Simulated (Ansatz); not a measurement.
**SrTiO3: response to strain**

Consider SrTiO3 in the cubic perovskite structure (space group Pm-3m, No. 221; a = 3.854 Å).

Strains are applied to the cell and any free atomic positions relax.

Computed with Ansatz (a first-principles code), LDA, PAW, cutoff 420 eV, no SOC.

Candidates:
(a) isotropic strain +2.40 %
(b) isotropic strain +1.20 %
(c) isotropic strain +3.00 %

Base values:

The band gap comes out as 1.85 eV.

Task: Order them by band gap, lowest first.

Result: (c) isotropic strain +3.00 % (1.70 eV), (a) isotropic strain +2.40 % (1.73 eV), (b) isotropic strain +1.20 % (1.79 eV)

Stability against distortions was not tested. The final runs are not spin-polarised. Many cubic perovskites are stable only at high temperature; tilts and polar distortions were not tested.
